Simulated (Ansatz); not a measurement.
## fcc Yb

Method: HSE06 (plane waves, PAW; Ansatz, an electronic-structure program).

Run with plane-wave cutoff 460 eV, 10×10×10 k mesh, Fermi–Dirac smearing 0.05 eV, no spin polarisation, scalar-relativistic PAW data made under PBE.

Cell (relaxed at this level):

```
CELL_PARAMETERS angstrom
      0.00000     2.78977     2.78977
      2.78977     0.00000     2.78977
      2.78977     2.78977     0.00000
ATOMIC_POSITIONS crystal
  Yb 0.00000 0.00000 0.00000
```

For fcc Yb, the bulk modulus B0 is 13.0 GPa and the pressure derivative B′ of the bulk modulus is 2.1.

Measured, for comparison: bulk modulus 16.3 GPa (temperature not stated, not corrected to a static lattice; as tabulated in doi:10.1007/BF02743909 (ytterbium under pressure), abstract). Computed (rounded) less measured: bulk modulus -20 %.

Spin–orbit coupling is not included.
